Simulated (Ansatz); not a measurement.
Consider WC (space group P-6m2, No. 187; a = 2.899 Å, c = 2.827 Å; relaxed with 0.1 eV smearing). Axes: x lies along a and z along c of the hexagonal cell.

Method: plane-wave PAW DFT at the PBEsol level (Ansatz, a quantum-chemistry and plane-wave program, 420 eV), no SOC.

Perturbation: the cell is stretched by 1.00 % along x with no lateral relaxation, atoms relaxed at fixed cell.

Q: Predict the stress tensor and what it implies for the stiffness.

A: Stress of the strained cell less that of the base (GPa, compression positive):
```
   -7.1     0.0     0.0
    0.0    -2.4     0.0
    0.0     0.0    -1.8
```

Then −Δσ_ii/ε with ε = 0.0100 gives relaxed-ion elastic constants: C11 ≈ 709 GPa, C12 ≈ 238 GPa and C13 ≈ 182 GPa.

Whether these cells are dynamically stable was not tested. All final runs are without spin polarisation.
